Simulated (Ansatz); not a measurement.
**BaS: pressure series**

Take BaS in the rock salt structure (space group Fm-3m, No. 225; a = 6.429 Å) as the base.

Cell and atoms are relaxed at each pressure.

Computed with PBE, PAW, 420 eV (Ansatz, a program for electronic structure; no SOC).

Two rows of this table had their results exchanged by mistake.

| pressure | volume per atom (Å³) | shortest distance (Å) | band gap |
|---|---|---|---|
| pressure −2 GPa | 35.05 | 3.273 | 2.30 eV |
| pressure −1 GPa | 34.07 | 3.242 | 2.27 eV |
| pressure 0.3 GPa | 32.97 | 3.207 | 2.22 eV |
| pressure 0.7 GPa | 32.68 | 3.197 | 2.21 eV |
| pressure 1.5 GPa | 32.12 | 3.179 | 2.18 eV |
| pressure 3 GPa | 28.14 | 3.041 | 1.91 eV |
| pressure 5 GPa | 30.15 | 3.112 | 2.07 eV |
| pressure 7.5 GPa | 29.06 | 3.074 | 2.00 eV |
| pressure 10 GPa | 31.19 | 3.148 | 2.14 eV |

Question: Which two?

Answer: The rows for pressure 3 GPa and pressure 10 GPa: the volume has to fall steadily with pressure, so 31.19 Å³ belongs to pressure 3 GPa and 28.14 Å³ to pressure 10 GPa.

Load acts through the strain it causes; cell and atoms are relaxed under it. No phonon test of stability was made. Competing high-pressure phases were not computed.
